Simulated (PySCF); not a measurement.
PySCF 2.14.0, CAM-B3LYP/def2-tzvp, df: biphenyl (c1ccc(-c2ccccc2)cc1), 22 atoms. The geometry is a generated start, not checked to be a minimum at this level.

- task = energy
- method = cam-b3lyp
- basis = def2-tzvp
- two-electron scheme = density fitting
- mol.max_memory = 16000 MB
- mf.init_guess = minao (default)
- mf.DIIS = CDIIS (default)
- mf.diis_space = 8 (default)
- mf.conv_tol = 1e-09 (default)
- mf.grids.level = 3 (default)
- basis functions = 432
- grid points = 267496

Hardware: Arm Neoverse V2, 96 cores on 1 socket, no SMT, 1 L3 cache group.

Each time is the median wall time of two to five repeats, run one at a time on the otherwise empty machine; start-up is included. Processes are pinned to neighbouring cores unless said otherwise. The times hold for this build (PyPI wheel: OpenMP (GNU), a bundled serial OpenBLAS 0.3.3 under its C layer, NumPy's threaded OpenBLAS held to generic ARMv8 kernels, libcint, Libxc). Scratch files lie in a memory file system.

Measured:

| cores | layout | wall time |
|---|---|---|
| 8 | 8 threads, 1 BLAS thread | 38.7 s |
| 16 | 16 threads, 1 BLAS thread | 23.1 s |
| 48 | 48 threads, 1 BLAS thread | 14.0 s |
| 64 | 64 threads, 1 BLAS thread | 12.8 s |

Problem. Take a serial part s and a parallel part w, T = s + w/p on p cores. What does the fit give for 32 threads, 1 BLAS thread and for 88 threads, 1 BLAS thread, and what is measured?

Solution. A fit of relative deviations gives s = 9.12 s and w = 232 core-seconds; it misses the rows shown by at most 2 %.

```
cores                     layout     fit  measured  measured against fit
-----  -------------------------  ------  --------  --------------------
32     32 threads, 1 BLAS thread  16.4 s    16.3 s                  -0 %
88     88 threads, 1 BLAS thread  11.8 s    12.5 s                  +6 %
```

Efficiency, counted from 8 cores, is near one half at 48 cores. The time no longer falls beyond 64 cores (13 s; the least measured is 13 s on 88, level within 8 % or the scatter of repeats). The share that grows most is that of one-off fitting integrals (inside the first J/K call): from 15 % of the time on 8 cores to 31 % on 88. The largest part on 88 cores, exchange-correlation on the grid (vxc), takes 23 s on 8 and 4.5 s there.
